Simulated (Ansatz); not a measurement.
**Bulk modulus of ZnSn2O (model structure, started from the BC2N type, R3m, No. 160, 4 atoms in the cell) at several levels of theory**

No measured value is used here.

```
level (code)     value (GPa)  cell (Å³/atom)
---------------  -----------  --------------
PBE (Ansatz)             ___           23.51
PBEsol (Ansatz)         52.4           22.13
r²SCAN (Ansatz)         52.0           22.44
```

What belongs in the gaps?


- PBE (Ansatz, a quantum-chemistry and plane-wave program), value (GPa): 43.6

PBE, PBEsol, r²SCAN: the bulk modulus is −V dP/dV from two relaxed cells at ±2 % in volume. Each level is taken at its own relaxed cell. Cutoffs differ between the levels. Ansatz's density-functional and Hartree–Fock values are scalar-relativistic unless marked +SOC, with PAW data made under PBE.

A model structure was made by putting elements into a prototype or built by hand; it is no filed structure, need not be a known phase, and can be a saddle point held by its symmetry.
